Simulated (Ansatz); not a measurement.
SiO2 (Ima2, No. 46, 12 atoms in the cell; start mp-555251; a measured phase of this formula has another space group), treated with r²SCAN (PAW; Ansatz, a first-principles code).

Numerical settings: plane-wave cutoff 560 eV, 8×8×8 k mesh, Fermi–Dirac smearing 0.01 eV, scalar-relativistic PAW data made under PBE.

Cell (relaxed at this level):

O2Si is modelled in the orthorhombic space group Ima2 (No. 46), Pearson symbol oI24. Lattice parameters: a = 9.8370 Å, b = 8.5463 Å, c = 5.1034 Å, α = 90.00°, β = 90.00°, γ = 90.00°. Si on 8c has 4 O at 1.601–1.615 Å (tetrahedral). O1 on 8c is surrounded by 2 Si at 1.613–1.615 Å (bent). O2 on 4a is surrounded by 2 Si at 1.601 Å (bent). O3 on 4b is surrounded by 2 Si at 1.615 Å (bent). (Neighbours: up to the widest gap in distance over summed covalent radii, below 1.35, at either atom.)
(The calculation used a cell of 12 atoms; values per cell refer to that cell.)

Question: What does this level give for the band gap and smallest direct gap on the k points sampled?

Answer: 
- band gap: 6.45 eV (indirect)
- smallest direct gap on the k points sampled: 6.70 eV

Static lattice: no zero-point or thermal effects.

The result took very roughly 5 core-minutes.

A start named mp-… is a Materials Project structure, which need not be a measured phase.
